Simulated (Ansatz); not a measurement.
An Ansatz (a program for electronic structure) input (DFT with PBE, PAW potentials and a 420 eV plane-wave cutoff in Ansatz, without spin-orbit coupling):

Ansatz 0.2 input:
```yaml
crystal:
  lattice:
    - [2.9218503515, 0, 0]
    - [-1.4609251757, 2.5303966304, 0]
    - [0, 0, 2.8470985031]
  atoms:
    - { symbol: W, position: [0, 0, 0] }
    - { symbol: C, position: [0.6666666667, 0.3333333333, 0.5] }
basis: { ecutwfc: 420, ecutrho_ratio: 4, xc_grid: 2, fft_grid_basis: typed }
kpoints: { mp_grid: { grid: [18, 18, 16] } }
hamiltonian:
  xc: pbe
  dispersion: none
  pseudopotentials: { kind: paw }
scf: { occupations: { method: fermi_dirac, width: 0.05 }, convergence: { dr2_threshold: 0.0000000002 } }
output: { forces: true, stress: true }
```

Problem. Which symmetry and how many k-points will the program report, and about how many plane waves at Γ?

Solution. Space group P-6m2 (ITA 187) with 12 operations, k-points 333 of 5184, and 405 plane waves at Γ.

Stability against distortions was not tested. The final runs are not spin-polarised. The cell is WC (space group P-6m2, No. 187).
